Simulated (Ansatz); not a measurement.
Take AlN in the wurtzite structure (space group P6_3mc, No. 186; a = 3.1303 Å, c = 5.0181 Å) as the base.

Computed with Ansatz (an electronic-structure program), PBE, PAW, cutoff 420 eV, no SOC.

Before the change:

Width of the top valence band: 2.34 eV
Band gap: 4.03 eV

Modification: every lattice vector is shortened by 1.36 %; the atoms relax in the strained cell.

Task: What happens to the energy relative to the base, width of the top valence band and band gap?

Result: The energy increases by 11 meV/atom; the width of the top valence band grows by 0.07 eV, from 2.34 eV to 2.41 eV; the band gap goes up by 0.36 eV to 4.39 eV.

Whether these cells are dynamically stable was not tested.
